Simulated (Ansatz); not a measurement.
# Ti5Si3 (space group P6_3/mcm, No. 193)

Space group P6₃/mcm (No. 193); a = b = 7.4035 Å, c = 5.0689 Å, α = β = 90.00°, γ = 120.00°

```
atom  site  symmetry       x       y       z
----  ----  --------  ------  ------  ------
Ti      4d       3.2  0.3333  0.6667  0.0000
Ti      6g       m2m  0.2496  0.2496  0.7500
Si      6g       m2m  0.3924  0.3924  0.2500
```

Calculations: PBEsol (Ansatz, an electronic-structure program, PAW, no SOC). k-mesh 6×6×8 (Γ-centred); smearing 0.05 eV (Fermi–Dirac).

Volume per atom: 15.04 Å³
Density: 4.47 g/cm³
Band gap: zero
Total energy: -1780.084 eV/atom (σ→0; compares only within this code and set-up)

No phonon test of stability was made. The final runs are not spin-polarised.
